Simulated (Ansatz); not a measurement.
Start from CdS in the zinc blende structure (space group F-43m, No. 216; a = 5.878 Å).

Level of theory: Ansatz (a program for electronic structure), r2SCAN, PAW, cutoff 500 eV, no SOC.

Base values:

* **Hole mass**: 0.16, 0.78, 0.78 mₑ (at Γ)
* **Band gap**: 1.54 eV

The change: the cell is scaled by 1.0123 in all directions, atoms relaxed at fixed cell.

What happens to the hole mass?

The hole mass (degenerate bands, along [100]) becomes 0.16, 0.83, 0.83 mₑ (at Γ) (base: 0.16, 0.78, 0.78 mₑ (at Γ)).

What does the calculation give for the energy relative to the base after the change?

The energy goes up by 6.2 meV/atom.

What happens to the band gap?

The band gap drops by 0.085 eV to 1.46 eV.

The cells carry an imposed strain or load. Masses are band curvatures over ±0.01 Å⁻¹ around the edge. Whether these cells are dynamically stable was not tested.
